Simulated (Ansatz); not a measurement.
**Sr3Sn2O7 (Cmcm, No. 63, 24 atoms in the cell; start mp-17743)**

Calculation: LDA in Ansatz (plane waves, PAW).

Settings: plane-wave cutoff 520 eV, 6×6×6 k mesh, Fermi–Dirac smearing 0.01 eV, scalar-relativistic PAW data made under PBE.

Cell (relaxed with PBEsol):

Sn2Sr3O7 is modelled in the orthorhombic space group Cmcm (No. 63), Pearson symbol oS48. Cell: a = 20.4090 Å, b = 5.8097 Å, c = 5.7140 Å, α = β = γ = 90.00°. Sr1 on 4c is coordinated by 12 O at 2.499–3.311 Å. Sr2 on 8g sees 4 O at 2.391–2.578 Å and 4 O at 2.879–2.915 Å and 1 O at 3.339 Å. Sn on 8g is coordinated by 6 O at 2.048–2.071 Å (octahedral). O1 on 8e is surrounded by 2 Sn at 2.071 Å and 2 Sr at 2.623 Å and 2 Sr at 2.915 Å. O2 on 8e is surrounded by 2 Sn at 2.052 Å and 2 Sr at 2.578 Å and 2 Sr at 3.096 Å. O3 on 8g is coordinated by 1 Sn at 2.048 Å and 2 Sr at 2.391–2.487 Å and 2 Sr at 2.879 Å and 1 Sr at 3.339 Å. O4 on 4c is surrounded by 2 Sn at 2.064 Å and 1 Sr at 2.499 Å and 2 Sr at 2.897 Å and 1 Sr at 3.311 Å. (Neighbours: up to the widest gap in distance over summed covalent radii, below 1.35, at either atom; cation-cation and far metal-metal contacts left out.)
(The calculation used a cell of 24 atoms; values per cell refer to that cell.)

For Sr3Sn2O7 (Cmcm, No. 63, 24 atoms in the cell; start mp-17743), the band gap comes out as 2.40 eV and the smallest direct gap on the k points sampled is 2.51 eV.

Note: cell and atoms aren't relaxed at this level (largest force component 0.14 eV/Å, pressure -4.4 GPa).

Spin–orbit coupling is not included.

Static lattice: no zero-point or thermal effects.

Computing time: very roughly 14 core-minutes.

A start named mp-… is a Materials Project structure, which need not be a measured phase.

Ansatz is an electronic-structure program.
